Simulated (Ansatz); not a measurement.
**AlCr2C, pressure series**

Base system: AlCr$_{2}$C (space group P6_3/mmc, No. 194; non-magnetic).

```
AlCr2C
1.0
    2.81187     0.00000     0.00000
   -1.40594     2.43515     0.00000
    0.00000     0.00000    12.59958
Al Cr C
2 4 2
Direct
  0.33333   0.66667   0.75000
  0.66667   0.33333   0.25000
  0.33333   0.66667   0.08440
  0.66667   0.33333   0.58440
  0.66667   0.33333   0.91560
  0.33333   0.66667   0.41560
  0.00000   0.00000   0.00000
  0.00000   0.00000   0.50000
```

Cell and atoms are relaxed at each pressure.

The values are results of PBEsol (Ansatz, a quantum-chemistry and plane-wave program; PAW; 420 eV plane waves; without spin-orbit coupling), earlier PAW set, not measurements.

Notes on the quantities. enthalpy: H = E + PV relative to the base's energy.

```csv
variant,enthalpy,volume per atom,c/a ratio
base,–,10.78 Å³,4.481
pressure −2 GPa,-0.14 eV/atom,10.89 Å³,4.480
pressure −1 GPa,-0.07 eV/atom,10.84 Å³,4.480
pressure 0.3 GPa,+0.02 eV/atom,10.77 Å³,4.481
pressure 0.7 GPa,+0.05 eV/atom,10.75 Å³,4.481
pressure 1.5 GPa,+0.10 eV/atom,10.71 Å³,4.482
pressure 3 GPa,+0.20 eV/atom,___,4.483
pressure 5 GPa,+0.33 eV/atom,___,4.484
pressure 7.5 GPa,+0.50 eV/atom,10.42 Å³,4.485
pressure 10 GPa,+0.66 eV/atom,10.31 Å³,___
```

Q: Complete the table.

A: 
- pressure 3 GPa, volume per atom: 10.63 Å³
- pressure 5 GPa, volume per atom: 10.53 Å³
- pressure 10 GPa, c/a ratio: 4.487

Load acts through the strain it causes; cell and atoms are relaxed under it. No phonon test of stability was made. Competing high-pressure phases were not computed. Starting moments died away, wholly or in part, for the base; another magnetic solution may exist. The final runs are not spin-polarised.
